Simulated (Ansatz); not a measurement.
A structure of tetragonal HfO2 (1 1 0) on alpha cristobalite (0 0 1), 2 anions of the cut taken off so that formal charges cancel (film strained to the substrate, faces as cut) off equilibrium:

```
CELL_PARAMETERS angstrom
      5.08305     0.00000     0.06739
      0.00000     5.08305     0.11374
      2.89135    -1.94997    25.93929
ATOMIC_POSITIONS crystal
  Si 0.16889 0.33491 0.15968
  Si 0.82048 0.87339 0.02122
  Si 0.71464 0.39431 0.09024
  Si 0.19965 0.85005 0.22894
  O  0.13177 0.55726 0.20715
  O  0.40918 0.41478 0.11693
  O  0.81010 0.67928 0.06936
  O  0.89759 0.31006 0.13335
  O  0.22562 0.05352 0.18306
  O  0.73332 0.17003 0.04293
  Si 0.96787 0.39589 0.43527
  Si 0.65508 0.93666 0.29770
  Si 0.51724 0.45540 0.36587
  Si 0.96398 0.91293 0.50635
  O  0.95649 0.61903 0.48274
  O  0.20593 0.45403 0.39065
  O  0.60189 0.74359 0.34603
  O  0.68717 0.38917 0.41264
  O  0.96768 0.93887 0.27562
  O  0.00657 0.11291 0.46067
  O  0.48084 0.84048 0.25260
  O  0.56679 0.23412 0.31908
  Hf 0.61390 0.52516 0.63412
  Hf 0.23181 0.02988 0.62448
  O  0.01707 0.97715 0.56211
  O  0.51753 0.79061 0.58588
  O  0.45174 0.28869 0.58420
  Hf 0.04547 0.52691 0.72295
  Hf 0.53508 0.99418 0.73360
  O  0.32691 0.75565 0.68140
  O  0.40400 0.25763 0.68324
  O  0.83022 0.81627 0.68259
  O  0.94589 0.33620 0.65554
  Hf 0.49121 0.50730 0.82160
  Hf 0.98803 0.06848 0.82485
  O  0.77370 0.76967 0.78336
  O  0.76940 0.26551 0.76714
  O  0.26993 0.79043 0.78203
  O  0.24918 0.30338 0.77492
  Hf 0.95063 0.57970 0.92606
  Hf 0.40117 0.01657 0.92977
  O  0.29444 0.70122 0.88654
  O  0.33395 0.17410 0.85982
  O  0.80236 0.94294 0.89344
  O  0.81391 0.41920 0.86228
  O  0.62508 0.75775 0.97938
  O  0.10211 0.84768 0.98390
  O  0.17133 0.32333 0.95563
```

The numbers are results of PBE (plane waves to 420 eV, PAW; Ansatz, a quantum-chemistry and plane-wave program), not measurements. No spin–orbit coupling; the runs are not spin-polarised. Its k-point mesh 5×5×1, Fermi–Dirac width 0.05 eV.

Task: What forces act on the atoms (eV/Å, in the order given), and what is the pressure?

Result: 
```json
[
 {"atom": "Si1", "Fx": "-0.006", "Fy": "0.104", "Fz": "-0.334"},
 {"atom": "Si2", "Fx": "-0.063", "Fy": "-0.224", "Fz": "-0.639"},
 {"atom": "Si3", "Fx": "0.127", "Fy": "0.167", "Fz": "-0.546"},
 {"atom": "Si4", "Fx": "-0.083", "Fy": "-0.003", "Fz": "-0.152"},
 {"atom": "O5", "Fx": "0.002", "Fy": "0.070", "Fz": "0.137"},
 {"atom": "O6", "Fx": "-0.117", "Fy": "-0.025", "Fz": "0.184"},
 {"atom": "O7", "Fx": "-0.050", "Fy": "-0.185", "Fz": "0.384"},
 {"atom": "O8", "Fx": "0.102", "Fy": "-0.070", "Fz": "0.252"},
 {"atom": "O9", "Fx": "0.008", "Fy": "-0.096", "Fz": "0.117"},
 {"atom": "O10", "Fx": "-0.047", "Fy": "0.202", "Fz": "0.246"},
 {"atom": "Si11", "Fx": "-0.061", "Fy": "0.100", "Fz": "0.612"},
 {"atom": "Si12", "Fx": "-0.065", "Fy": "-0.043", "Fz": "-0.009"},
 {"atom": "Si13", "Fx": "0.057", "Fy": "-0.111", "Fz": "0.345"},
 {"atom": "Si14", "Fx": "-0.190", "Fy": "-0.062", "Fz": "1.416"},
 {"atom": "O15", "Fx": "-0.038", "Fy": "-0.200", "Fz": "-0.343"},
 {"atom": "O16", "Fx": "0.119", "Fy": "-0.003", "Fz": "-0.209"},
 {"atom": "O17", "Fx": "-0.035", "Fy": "0.034", "Fz": "-0.061"},
 {"atom": "O18", "Fx": "-0.093", "Fy": "-0.003", "Fz": "-0.197"},
 {"atom": "O19", "Fx": "-0.059", "Fy": "0.001", "Fz": "0.096"},
 {"atom": "O20", "Fx": "-0.141", "Fy": "0.043", "Fz": "-0.237"},
 {"atom": "O21", "Fx": "0.027", "Fy": "-0.005", "Fz": "0.002"},
 {"atom": "O22", "Fx": "-0.008", "Fy": "0.008", "Fz": "-0.076"},
 {"atom": "Hf23", "Fx": "-0.254", "Fy": "-0.183", "Fz": "-0.885"},
 {"atom": "Hf24", "Fx": "1.005", "Fy": "0.597", "Fz": "-0.632"},
 {"atom": "O25", "Fx": "-0.244", "Fy": "-0.007", "Fz": "-0.878"},
 {"atom": "O26", "Fx": "0.209", "Fy": "0.075", "Fz": "-0.028"},
 {"atom": "O27", "Fx": "-0.084", "Fy": "-0.198", "Fz": "0.330"},
 {"atom": "Hf28", "Fx": "0.014", "Fy": "0.141", "Fz": "-0.139"},
 {"atom": "Hf29", "Fx": "0.194", "Fy": "-0.104", "Fz": "-0.147"},
 {"atom": "O30", "Fx": "-0.071", "Fy": "-0.003", "Fz": "0.045"},
 {"atom": "O31", "Fx": "-0.067", "Fy": "0.107", "Fz": "0.235"},
 {"atom": "O32", "Fx": "0.040", "Fy": "-0.200", "Fz": "0.254"},
 {"atom": "O33", "Fx": "-0.012", "Fy": "0.107", "Fz": "0.130"},
 {"atom": "Hf34", "Fx": "-0.130", "Fy": "0.243", "Fz": "-0.370"},
 {"atom": "Hf35", "Fx": "0.025", "Fy": "-0.323", "Fz": "-0.569"},
 {"atom": "O36", "Fx": "-0.024", "Fy": "-0.005", "Fz": "0.050"},
 {"atom": "O37", "Fx": "0.002", "Fy": "0.063", "Fz": "0.112"},
 {"atom": "O38", "Fx": "-0.069", "Fy": "-0.100", "Fz": "0.073"},
 {"atom": "O39", "Fx": "-0.035", "Fy": "-0.029", "Fz": "0.030"},
 {"atom": "Hf40", "Fx": "0.012", "Fy": "-0.102", "Fz": "-0.437"},
 {"atom": "Hf41", "Fx": "0.045", "Fy": "-0.001", "Fz": "-0.439"},
 {"atom": "O42", "Fx": "-0.126", "Fy": "0.088", "Fz": "0.303"},
 {"atom": "O43", "Fx": "0.206", "Fy": "-0.009", "Fz": "0.156"},
 {"atom": "O44", "Fx": "-0.229", "Fy": "0.103", "Fz": "0.318"},
 {"atom": "O45", "Fx": "-0.033", "Fy": "0.059", "Fz": "0.314"},
 {"atom": "O46", "Fx": "0.134", "Fy": "-0.064", "Fz": "0.439"},
 {"atom": "O47", "Fx": "-0.004", "Fy": "0.082", "Fz": "0.500"},
 {"atom": "O48", "Fx": "0.109", "Fy": "-0.037", "Fz": "0.247"}
]
```

Pressure: 2.77 GPa.
